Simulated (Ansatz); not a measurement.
Take MgTe in the wurtzite structure (space group P6_3mc, No. 186; a = 4.6085 Å, c = 7.5007 Å) as the base. Axes: x lies along a and z along c of the hexagonal cell.

Computed with Kohn–Sham DFT with the PBE functional, run in Ansatz (an electronic-structure program) with PAW and 420 eV plane waves, no spin-orbit coupling.

For the base:

The shortest interatomic distance comes out as 2.818 Å.

Perturbation: compressive biaxial strain of 2.62 % in the plane normal to [001], as in epitaxy on a mismatched substrate; the out-of-plane cell vector and the atoms relax.

Task: What happens to the out-of-plane strain and shortest interatomic distance?

Result: The out-of-plane strain comes out as +2.15 %; the shortest interatomic distance drops by 0.034 Å to 2.784 Å.

Stability against distortions was not tested.
